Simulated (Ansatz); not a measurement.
The starting structures come from a database of crystals and need not be the phases stable at ambient conditions.

Inside the gap of an insulator the Bloch states are evanescent, with a wavenumber k + iκ along the transport direction.

Data:

```yaml
crystal:
  lattice:
    - [3.54612, 0.00000, 0.00000]
    - [-1.77306, 3.07103, 0.00000]
    - [0.00000, 0.00000, 4.59832]
  atoms:
    - { symbol: Cd, position: [0.00000, 0.00000, 0.00000] }
    - { symbol: H, position: [0.66667, 0.33333, 0.54852] }
    - { symbol: H, position: [0.33333, 0.66667, 0.45148] }
    - { symbol: O, position: [0.66667, 0.33333, 0.76014] }
    - { symbol: O, position: [0.33333, 0.66667, 0.23986] }
```

The cell was relaxed by PBE-D3(BJ); by r2SCAN it stands under a pressure of -2.1 GPa.

Transport runs along the normal of the first two printed cell vectors, the (001) plane of the conventional cell.

No gap correction and no spin-orbit coupling; mid-gap is the computed energy nearest the middle.

Task: Estimate the band gap and the smallest decay constant κ at mid-gap that r2SCAN (Ansatz, a program for electronic structure) returns for this system.

Result: Gap 2.22 eV on a 12×12×8 mesh; κ = 0.335 1/Å, at the zone centre.
